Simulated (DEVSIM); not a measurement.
System: Cr/AlN/p-Si capacitor, at 300 K.

```csv
layer (left to right),material,thickness (nm),Na (cm⁻³)
1,AlN,4.40,-
2,Si,610,9e17
```

Metal gate on the left, work function 4.5 eV. Fixed charge at the semiconductor interface -6.3e10 cm⁻² (in units of +e); no interface traps.

Constants are typed, rounded textbook-type inputs, not results; the design itself was drawn at random and stands for no fabricated device. Values at 300 K.

| parameter | AlN | Si |
|---|---|---|
| gap (eV) | 6.1 | 1.124 |
| affinity (eV) | 1.9 | 4.05 |
| permittivity | 8.5 | 11.7 |
| Nc (cm⁻³) | - | 2.86e19 |
| Nv (cm⁻³) | - | 3.1e19 |

DEVSIM, 1D Poisson equation in equilibrium, Boltzmann statistics, complete ionisation; no quantum confinement or tunnelling. Metal contacts follow the ideal Schottky-Mott rule: no Fermi-level pinning, no interface dipoles.

The interface trap density was swept, all else fixed.

| interface trap density (cm^-2 eV^-1) | minimum of the low-frequency capacitance (μF/cm²) | flat-band voltage (V) | threshold voltage (band bending 2φF) (V) |
|---|---|---|---|
| 0 | 0.264 | -0.58 | 0.68 |
| 1e10 | 0.265 | -0.58 | 0.68 |
| 1e11 | 0.276 | -0.58 | 0.68 |
| 3e11 | 0.299 | -0.59 | 0.69 |
| 1e12 | 0.369 | -0.62 | 0.72 |
| 2e12 | … | -0.66 | … |

### Question
Fill in the missing entries.

### Answer

- 2e12, minimum of the low-frequency capacitance (μF/cm²): 0.460
- 2e12, threshold voltage (band bending 2φF) (V): 0.76
